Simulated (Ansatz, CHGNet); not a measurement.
**Ladder of methods for the lattice parameter c of C11b MoSi2**

Reference value: 7.845 Å (measured, temperature not stated, no zero-point or thermal correction; as tabulated in Pavlosiuk et al. (2022), arXiv:2202.05362).

```tsv
level (code)	value (Å)	difference (%)
CHGNet-r²SCAN	7.838	-0.09
LDA (Ansatz)	7.777	-0.87
PBE (Ansatz)	7.873	+0.36
rVV10 (Ansatz)	7.905	+0.76
r²SCAN (Ansatz)	7.818	-0.34
B3LYP (VWN-RPA form) (Ansatz)	7.869	+0.31
Hartree–Fock (Ansatz)	7.818	-0.34
```

The reference's temperature isn't stated, so close values are not ranked against it.

The reference isn't brought to a static lattice, while the calculations are for one, so the differences are not the levels' errors alone.  B3LYP (VWN-RPA form): the run has no spin polarisation, so it can have missed a magnetic state. Cutoffs and k meshes differ between the levels. Ansatz's density-functional and Hartree–Fock values are scalar-relativistic unless marked +SOC, with PAW data made under PBE.

Machine-learned potentials (CHGNet-r²SCAN) are trained on DFT data: a solid inside that data is no test of them.

Differences are worked out from the printed values.

Ansatz is a quantum-chemistry and plane-wave program.
